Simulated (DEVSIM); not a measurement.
System: Cr/SiO2/n-Si capacitor, at 300 K.

```tsv
layer (left to right)	material	thickness (nm)	Nd (cm⁻³)
1	SiO2	2.40	-
2	Si	620	8.6e17
```

Metal gate on the left, work function 4.5 eV. Fixed charge at the semiconductor interface 0 cm⁻² (in units of +e); no interface traps.

Constants are typed, rounded textbook-type inputs, not results; the design itself was drawn at random and stands for no fabricated device. Values at 300 K.

```csv
parameter,SiO2,Si
gap (eV),9,1.124
affinity (eV),0.9,4.05
permittivity,3.9,11.7
Nc (cm⁻³),-,2.86e19
Nv (cm⁻³),-,3.1e19
```

Model (solved in DEVSIM): 1D Poisson equation in equilibrium, Boltzmann statistics, complete ionisation; no quantum confinement or tunnelling. Metal contacts follow the ideal Schottky-Mott rule: no Fermi-level pinning, no interface dipoles.

The substrate doping was swept, all else fixed.

```tsv
substrate doping (cm^-3)	minimum of the low-frequency capacitance (μF/cm²)	threshold voltage (band bending 2φF) (V)	flat-band voltage (V)
4.3e16	0.0724	-0.58	0.28
8.6e16	0.0968	-0.63	0.30
1.7e17	0.130	-0.69	0.32
4.3e17	0.190	-0.81	0.34
8.6e17	0.250	-0.94	0.36
1.7e18	0.325	-1.11	0.38
```

From the first row to the last the minimum of the low-frequency capacitance goes from 0.0724 to 0.325. From the first row to the last the threshold voltage (band bending 2φF) goes from -0.58 to -1.11.
